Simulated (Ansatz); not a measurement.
Base system: YN in the rock salt structure (space group Fm-3m, No. 225).

```
YN
1.0
    0.00000     2.42806     2.42806
    2.42806     0.00000     2.42806
    2.42806     2.42806     0.00000
Y N
1 1
Direct
  0.50000   0.50000   0.50000
  0.00000   0.00000   0.00000
```

Cartesian axes are those of the cell as printed.

The values are results of PBEsol (Ansatz, a first-principles code, PAW, no spin-orbit coupling), not measurements.

Base values:

The valence-band top at Γ is 0.00, 0.00, 0.00 eV and the pressure is 0.0 kbar. The valley order is X along ⟨100⟩ 0.08 eV and the smallest direct gap comes out as 0.45 eV.

It is then changed as follows: the cell is stretched by 3.26 % along x with no lateral relaxation; the atoms relax in the strained cell.

What happens to the valence-band top at Γ?

The valence-band top at Γ (three highest levels, from the VBM) becomes 0.00, 0.00, -0.13 eV (base: 0.00, 0.00, 0.00 eV).

Predict the new pressure.

The pressure (mean of the normal stresses, compression positive) goes from zero to -47.8 kbar.

Predict the new energy relative to the base.

The energy rises by 14 meV/atom.

Estimate the effect on the valley order.

The valley order (the lowest conduction-band minima on the path, energy above the VBM, named in the base's zone) changes from X along ⟨100⟩ 0.08 eV to X along [010] 0.07 eV; X along [100] 0.15 eV.

How does this affect the smallest direct gap?

The smallest direct gap increases by 0.02 eV, from 0.45 eV to 0.47 eV.

Whether these cells are dynamically stable was not tested. The base started in Pnma and relaxed to Fm-3m at this level. The zero or small gap of YN can change with the level of theory.
